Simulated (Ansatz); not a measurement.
## Zigzag MoS2 nanoribbon, N = 4, bare edges

All values below come from PBE (plane waves to 420 eV, PAW; Ansatz, a program for electronic structure). Mesh 1×1×20. Collinear spin, started with opposed moments, and moments remain. One-dimensional cell, images about 11 Å apart. An idealised model, cut from the flat sheet. Only distortions within the start's symmetry and period were free. Values not marked SOC lack spin–orbit coupling. No Hubbard term is applied. Fermi–Dirac width 0.05 eV. The two edges differ, and the field of the images 11 Å away isn't corrected. Buckling under compression is shut out by symmetry and the short period.

| Quantity | Value |
|---|---|
| period along the axis (12 atoms) | 3.130 Å |
| largest distance between nuclei across the axis | 9.32 Å |
| edge energy against the flat MoS2 sheet, per length of one edge | +0.695 eV/Å |
| net spin moment | 0.39 μB a period |
| PBE gap | none (under 0.01 eV) |
| axial stiffness dF/dε | 138 nN |

```yaml
crystal:
  lattice:
    - [20.50000, 0.00000, 0.00000]
    - [0.00000, 14.50000, 0.00000]
    - [0.00000, 0.00000, 3.13002]
  atoms:
    - { symbol: S, position: [0.27224, 0.39644, 0.00000] }
    - { symbol: S, position: [0.27224, 0.60356, 0.00000] }
    - { symbol: Mo, position: [0.32035, 0.50000, 0.50000] }
    - { symbol: S, position: [0.41011, 0.39175, 0.50000] }
    - { symbol: S, position: [0.41011, 0.60825, 0.50000] }
    - { symbol: Mo, position: [0.45589, 0.50000, 0.00000] }
    - { symbol: S, position: [0.54561, 0.39210, 0.00000] }
    - { symbol: S, position: [0.54561, 0.60790, 0.00000] }
    - { symbol: Mo, position: [0.59134, 0.50000, 0.50000] }
    - { symbol: S, position: [0.68293, 0.39052, 0.50000] }
    - { symbol: S, position: [0.68293, 0.60948, 0.50000] }
    - { symbol: Mo, position: [0.72108, 0.50000, 0.00000] }
```
